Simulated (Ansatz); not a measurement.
## How the bulk modulus of ZrS (Fm-3m, No. 225, 2 atoms in the cell; start mp-1925) moves with the method

No measured value is used here.

```tsv
level (code)	value (GPa)	cell (Å³/atom)
LDA (Ansatz)	157	16.91
PBEsol (Ansatz)	148	17.23
r²SCAN (Ansatz)	140	17.82
```

LDA, PBEsol, r²SCAN: the bulk modulus is −V dP/dV from two relaxed cells at ±2 % in volume. LDA, PBEsol, r²SCAN: the relaxation could not lower the start's symmetry, so the cell can be a saddle point above a distorted one. Each level is taken at its own relaxed cell. Cutoffs differ between the levels. Ansatz's density-functional and Hartree–Fock values are scalar-relativistic unless marked +SOC, with PAW data made under PBE.

A start named mp-… is a Materials Project structure, which need not be a measured phase.

Ansatz is an electronic-structure program.
